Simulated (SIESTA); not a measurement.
A self-consistent single point of MgCd₃ (P-6m2, 4 atoms in the cell) with SIESTA.

Method of the run: LDA PW92, numerical atomic orbitals TZP, PseudoDojo LDA standard norm-conserving potentials (rewritten from UPF to PSML) run with SIESTA.

```
CELL_PARAMETERS angstrom
      3.13458     0.00000     0.00000
     -1.56729     2.71463     0.00000
      0.00000     0.00000    10.03841
ATOMIC_POSITIONS crystal
  Mg 0.00000 0.00000 0.50000
  Cd 0.00000 0.00000 0.00000
  Cd 0.66667 0.33333 0.74779
  Cd 0.66667 0.33333 0.25221
```

Reference input (self-consistent single point, DFT, GGA PBEsol, numerical atomic orbitals TZP, PseudoDojo PBEsol standard norm-conserving potentials (rewritten from UPF to PSML)): XC.functional = GGA; XC.authors = PBEsol; potentials = PseudoDojo PBEsol standard; PAO.BasisSize = TZP; PAO.EnergyShift = 0.01 Ry; MeshCutoff = 300 Ry; kgrid.MonkhorstPack = 10 10 3; OccupationFunction = MP; OccupationMPOrder = 0; ElectronicTemperature = 0.05 eV; MaxSCFIterations = 150; SCF.Mixer.Method = Broyden. This run's input differs from it in these lines:

```diff
@@ -1,2 +1,2 @@
-# files in the folder: Mg.psml Cd.psml (PseudoDojo PBEsol standard)
+# files in the folder: Mg.psml Cd.psml (PseudoDojo LDA standard)
 SystemName  MgCd3
@@ -24,4 +24,4 @@
 
-XC.functional                GGA
-XC.authors                   PBEsol
+XC.functional                LDA
+XC.authors                   PW92
 PAO.BasisSize                TZP
```

Output (repeated stretches shortened):

```
        iscf     Eharris(eV)        E_KS(eV)     FreeEng(eV)     dDmax    Ef(eV) dHmax(eV)
   scf:    1   -15887.389432   -15909.091570   -15909.095773  2.117316 -1.539455 14.748960
   scf:    2   -15916.813208   -15915.075318   -15915.078192  0.772351 -1.748277  6.328654
   scf:    3   -15916.770160   -15916.578384   -15916.578866  0.275973 -1.906778  4.988267
   scf:    4   -15917.534134   -15917.207986   -15917.208429  0.194752 -2.050997  1.203004
   scf:    5   -15917.216116   -15917.222250   -15917.222694  0.055068 -2.117727  0.675360
   [... 8 lines left out ...]
   scf:   14   -15917.227880   -15917.227880   -15917.228332  0.000017 -2.135361  0.000386
   scf:   15   -15917.227880   -15917.227880   -15917.228332  0.000014 -2.135396  0.000310
   scf:   16   -15917.227880   -15917.227880   -15917.228332  0.000011 -2.135422  0.000245
   scf:   17   -15917.227880   -15917.227880   -15917.228332  0.000008 -2.135440  0.000178
SCF Convergence by DM+H criterion
max |DM_out - DM_in|         :     0.0000076710
max |H_out - H_in|      (eV) :     0.0001778076
SCF cycle converged after 17 iterations

Using DM_out to compute the final energy and forces

siesta: E_KS(eV) =           -15917.2279

siesta: E_KS - E_eggbox =    -15917.2279

siesta: Atomic forces (eV/Ang):
     1    0.000002   -0.000001   -0.000000
     2    0.000001   -0.000000    0.000000
     3   -0.000005    0.000002    0.323552
     4   -0.000005    0.000002   -0.323552
   Tot   -0.000007    0.000003   -0.000000
   Max    0.323552
   Res    0.132090    sqrt( Sum f_i^2 / 3N )
   Max    0.323552    constrained

Stress tensor Voigt[x,y,z,yz,xz,xy] (kbar):       94.25       94.25       69.62       -0.00       -0.00        0.00
(Free)E + p*V (eV/cell)   -15921.8153
   [... lines left out ...]
siesta: FreeEng =    -15917.228332
siesta: Cell volume =         85.418963 Ang**3
siesta:         -86.03685532        -96.10051656  kBar
   [... lines left out ...]
              0.312   0.319   1.903   1.869   1.886   1.869   1.903   0.014

              0.010   0.007   0.010   0.014   0.041   0.075   0.061   0.075

              0.041

mulliken: Qtot =       70.000

Mulliken Atomic Populations:
Atom #   charge [q] valence [e]  Species
     1    -0.149544   10.149544  Mg
     2     0.000206   19.999794  Cd
     3     0.074669   19.925331  Cd
     4     0.074669   19.925331  Cd
 Total     0.000000
```

The run converged in 17 iterations. Against the reference run the pressure goes from -5.64 to -8.60 GPa and the largest force goes from 0.278 to 0.324 eV/Å.

The starting cell comes from a database of computed structures (which also holds hypothetical and non-ambient phases and stackings), without a prior relaxation at this level. Values carry the incompleteness of an atom-centred basis. With a pressure of about -9 GPa the cell is away from its equilibrium volume at this level.
